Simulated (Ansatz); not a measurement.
Start from SiC (space group P6_3mc, No. 186; a = 3.0941 Å, c = 10.1293 Å). Axes: x lies along a and z along c of the hexagonal cell.

The values are results of PBE (Ansatz, an electronic-structure program, PAW, no spin-orbit coupling), not measurements.

The change: tensile biaxial strain of 1.50 % in the plane normal to [001], as in epitaxy on a mismatched substrate; the out-of-plane cell vector and the atoms relax.

### Question
Estimate the effect on the ratio −ε⊥/ε∥ and in-plane stress.

### Answer
The ratio −ε⊥/ε∥ amounts to 0.19; the mean in-plane stress (compression positive) comes out as -8.2 GPa.

Whether these cells are dynamically stable was not tested.
